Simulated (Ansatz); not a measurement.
Levels about the gap of amorphous Si$_{60}$P$_{6}$O$_{135}$ (201 atoms in a cell of 2992 Å³, 2.24 g/cm³; zone centre alone, so wide bands show as single levels with stretches between that a denser mesh fills), at the geometry that PBE relaxed, where it gives 1.5 GPa on a denser mesh. The participation number counts the atoms over which a state spreads; weights are charges in smoothed Voronoi cells. The levels come from a single point, so bond lengths are those of that geometry. Method of the levels: PBE, scalar-relativistic without spin-orbit coupling (Ansatz, an electronic-structure program). Sampling: the zone centre alone; Fermi-Dirac width 0.02 eV; no spin polarisation. At PBE the levels at the filled edge of the gap are localised (band-tail or defect states), and the nearest spread-out levels lie 5.5 eV apart at the zone centre.

The cell was made by melting and quenching with the CHGNet potential and then relaxed with DFT. O atoms were pushed apart under 1.9 Å during the dynamics, to hinder bonds among them. The hot cell started wider than the set density and was brought back towards it in steps. It is the lowest in DFT energy of 8 quenches. It is a model cell: composition and starting density were chosen by hand, and all elements were melted together. No dispersion term was used. Its density started from a set value of 2.24 and ended at 2.24 g/cm³. The simulated quench (nominally 280 K/ps over its main leg) is rapid and tends to freeze in more defects than a deposited or slowly cooled glass has. A cell of this size samples the disorder only roughly. The volume was held where the preparation left it and the shape relaxed, at a PBE pressure of 1.5 GPa. Stress components on the final sampling reach 1.5 GPa.

```
E - E(highest filled), eV  filling  participation number        largest on  weight O  weight Si  weight P
-------------------------  -------  --------------------  ----------------  --------  ---------  --------
-0.66                       filled                   5.8   O, 2 neighbours      0.94       0.05      0.00
-0.63                       filled                   4.4   O, 1 neighbours      0.94       0.01      0.04
-0.51                       filled                   5.4   O, 2 neighbours      0.95       0.04      0.00
-0.46                       filled                   2.4   O, 1 neighbours      0.94       0.01      0.04
-0.35                       filled                   3.5   O, 2 neighbours      0.95       0.05      0.00
-0.23                       filled                   2.3   O, 1 neighbours      0.94       0.02      0.05
0.00                        filled                   4.2   O, 2 neighbours      0.94       0.06      0.00
4.02                         empty                 119.3   O, 2 neighbours      0.71       0.24      0.04
4.78                         empty                  46.7   P, 4 neighbours      0.66       0.24      0.10
4.89                         empty                  80.8  Si, 4 neighbours      0.68       0.27      0.05
5.16                         empty                 100.9  Si, 4 neighbours      0.70       0.27      0.03
5.24                         empty                  81.4   O, 2 neighbours      0.71       0.26      0.02
5.28                         empty                 103.3   O, 2 neighbours      0.71       0.26      0.03
5.36                         empty                 112.7   O, 2 neighbours      0.70       0.27      0.03
```

Most localised among these is the filled level at -0.23 eV, on a O atom, which has 1 neighbours (P 1.48 Å).
